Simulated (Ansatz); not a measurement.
Hypothetical Amm2 Al2O3: pressure series

Start from Al2O3 (space group Amm2, No. 38; a hypothetical phase, not in the database extracts checked).

```xyz
5
Lattice="2.8227 0.0000 0.0000 0.0000 2.6630 4.1524 0.0000 -2.6630 4.1524" Properties=species:S:1:pos:R:3 pbc="T T T"
Al     0.0000     0.0000     0.7330
Al     1.4113     0.0000     6.1719
O      1.4113    -1.4711     5.2238
O      1.4113     1.4711     5.2238
O      0.0000     0.0000     7.2170
```

Cell and atoms are relaxed at each pressure.

Method: PBEsol (Ansatz, a quantum-chemistry and plane-wave program), no SOC.

Two rows of this table had their results exchanged by mistake.

| pressure | volume per atom (Å³) | shortest distance (Å) | band gap |
|---|---|---|---|
| pressure −2 GPa | 11.91 | 1.726 | 4.18 eV |
| pressure −1 GPa | 12.57 | 1.754 | 3.98 eV |
| pressure 0.3 GPa | 12.46 | 1.749 | 4.02 eV |
| pressure 0.7 GPa | 12.43 | 1.748 | 4.03 eV |
| pressure 1.5 GPa | 12.36 | 1.745 | 4.06 eV |
| pressure 3 GPa | 12.24 | 1.740 | 4.10 eV |
| pressure 7.5 GPa | 12.66 | 1.757 | 3.95 eV |
| pressure 10 GPa | 11.74 | 1.720 | 4.20 eV |

Task: Which two?

Result: The rows for pressure −2 GPa and pressure 7.5 GPa: the volume has to fall steadily with pressure, so 12.66 Å³ belongs to pressure −2 GPa and 11.91 Å³ to pressure 7.5 GPa.

Load acts through the strain it causes; cell and atoms are relaxed under it. No phonon test of stability was made. No other phases were tried under pressure. The base started in Cc and relaxed to Amm2 at this level.
